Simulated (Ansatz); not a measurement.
An Ansatz (a program for electronic structure) input (DFT with PBE, PAW potentials and a 420 eV plane-wave cutoff in Ansatz, no spin-orbit coupling, earlier PAW set):

Ansatz 0.2 input:
```yaml
crystal:
  lattice:
    - [3.845142275, 0, 0]
    - [-1.9225711375, 3.3299908913, 0]
    - [0, 0, 6.3057297784]
  atoms:
    - { symbol: Zn, position: [0.6666666667, 0.3333333333, 0.9998522258] }
    - { symbol: Zn, position: [0.3333333333, 0.6666666667, 0.4998522258] }
    - { symbol: S, position: [0.6666666667, 0.3333333333, 0.6253477742] }
    - { symbol: S, position: [0.3333333333, 0.6666666667, 0.1253477742] }
basis: { ecutwfc: 420, ecutrho_ratio: 4, xc_grid: 2, fft_grid_basis: typed }
kpoints: { mp_grid: { grid: [10, 10, 5] } }
hamiltonian:
  xc: pbe
  dispersion: none
  pseudopotentials: { azcp: { folder: ./paw }, kind: paw }
scf: { occupations: { method: fermi_dirac, width: 0.05 }, convergence: { dr2_threshold: 0.0000000004 } }
output: { forces: true, stress: true }
```

Which symmetry and how many k-points will the program report, and about how many plane waves at Γ?

Space group P63mc (ITA 186) with 12 operations, k-points 42 of 500, and 1581 plane waves at Γ.

Whether these cells are dynamically stable was not tested. The cell is ZnS in the wurtzite structure (space group P6_3mc, No. 186).
